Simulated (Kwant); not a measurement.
## In0.53Ga0.47As/InP stack with 2 barriers

System: In0.53Ga0.47As/InP stack with 2 barriers. One parabolic valley. Leads of mass 0.041 mₑ with the band edge at 0; grid 0.1 nm; bias swept from 0.01 to 0.375 V, dropping linearly over the stack. Emitter Fermi level 0.02 eV, 4 K, equal in the collector.

| layer | thickness (nm) | band offset (eV) | mass (mₑ) |
|---|---|---|---|
| 1 | 2 | 0.25 | 0.08 |
| 2 | 8.9 | 0 | 0.041 |
| 3 | 2.6 | 0.25 | 0.08 |

The device is made up for the run: typed textbook-type constants, with dimensions and the other settings drawn at random.

Computed with Kwant: one-band effective-mass tight-binding model in one dimension, coherent, no space charge, current by the Tsu-Esaki formula.

```csv
bias (V),J (A/cm²)
0.01000,98.7
0.02259,265
0.03517,729
0.04776,3410
0.06035,18600
0.07293,33700
0.08552,28300
0.09810,4900
0.1107,2270
0.1233,1520
0.1359,1200
0.1484,1030
0.1610,953
0.1736,921
0.1862,925
0.1988,958
0.2114,1020
0.2240,1120
0.2366,1250
0.2491,1440
0.2617,1690
0.2743,2040
0.2869,2530
0.2995,3220
0.3121,4260
0.3247,5860
0.3372,8430
0.3498,12700
0.3624,19800
0.3750,30300
```
